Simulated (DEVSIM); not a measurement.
System: TaN/SiO2/p-Ge capacitor, at 300 K.

| layer (left to right) | material | thickness (nm) | Na (cm⁻³) |
|---|---|---|---|
| 1 | SiO2 | 7.90 | - |
| 2 | Ge | 1100 | 2.7e17 |

Metal gate on the left, work function 4.4 eV. Fixed charge at the semiconductor interface 0 cm⁻² (in units of +e); no interface traps.

This is a model device: material constants are rounded textbook-type values typed into the input, and sizes, dopings and lifetimes were drawn at random. Values at 300 K.

```tsv
parameter	SiO2	Ge
gap (eV)	9	0.664
affinity (eV)	0.9	4
permittivity	3.9	16
Nc (cm⁻³)	-	1.04e19
Nv (cm⁻³)	-	6e18
```

Simulated with DEVSIM: 1D Poisson equation in equilibrium, Boltzmann statistics, complete ionisation; no quantum confinement or tunnelling. Metal contacts follow the ideal Schottky-Mott rule: no Fermi-level pinning, no interface dipoles.

The SiO2 thickness was swept, all else fixed.

| SiO2 thickness (μm) | minimum of the low-frequency capacitance (μF/cm²) | threshold voltage (band bending 2φF) (V) | capacitance of the dielectric stack (μF/cm²) |
|---|---|---|---|
| 0.0032 | 0.233 | 0.53 | 1.08 |
| 0.0043 | 0.216 | 0.61 | 0.803 |
| 0.0055 | 0.204 | 0.70 | 0.628 |
| 0.0067 | 0.189 | 0.78 | 0.515 |
| 0.0079 | 0.176 | 0.87 | 0.437 |
| 0.0095 | 0.163 | 0.98 | 0.363 |

From the first row to the last the minimum of the low-frequency capacitance goes from 0.233 to 0.163. From the first row to the last the threshold voltage (band bending 2φF) goes from 0.53 to 0.98.
